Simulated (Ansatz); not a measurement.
Take Zr in the hcp (Mg type) structure (space group P6_3/mmc, No. 194; relaxed with 0.1 eV smearing) as the base.

```yaml
crystal:
  lattice:
    - [3.18249, 0.00000, 0.00000]
    - [-1.59125, 2.75612, 0.00000]
    - [0.00000, 0.00000, 5.12352]
  atoms:
    - { symbol: Zr, position: [0.66667, 0.33333, 0.75000] }
    - { symbol: Zr, position: [0.33333, 0.66667, 0.25000] }
```

Cartesian axes are those of the cell as printed.

Computed with PBEsol, PAW, 420 eV (Ansatz, a first-principles code; spin-orbit coupling left out).

For the base:

```
Item        Value
--------  -------
Pressure  0.0 GPa
```

One thing is altered: uniaxial strain ε_xx = +1.50 %, all other strain components held at zero; the atoms relax in the strained cell.

Question: Predict the new pressure, energy relative to the base and largest internal atomic displacement.

Answer: The pressure (mean of the normal stresses, compression positive) goes from zero to -1.4 GPa; the energy increases by 2.1 meV/atom; the largest internal atomic displacement is 0.019 Å.

No phonon test of stability was made. All final runs are without spin polarisation.
